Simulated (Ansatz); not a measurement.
# A constructed model of the (111) surface of fcc Al, a pseudomorphic layer of Pt in the other hollow (bottom of the slab: a bare face, its two planes held)

These are PBE (plane waves to 420 eV, PAW; Ansatz, a first-principles code) values and carry that method's errors.

Slab: 7 atoms, 13.8 Å thick at the start with caps and adatoms (thin: gaps and levels are the slab's own); k 15x15x1, smearing 0.1 eV, dipole-corrected; 2 atoms held, the rest relaxed; symmetry of the start imposed; no spin, no spin-orbit, no U. In PBE it lies 0.04 eV a 1x1 cell over the lowest computed structure of the same composition (a pseudomorphic layer of Pt in the host's stacking).

```yaml
work_function_of_the_top_face: 4.98 eV
energy_released_by_relaxation: 0.12 eV
cost: around 60 core-seconds (rough)
```
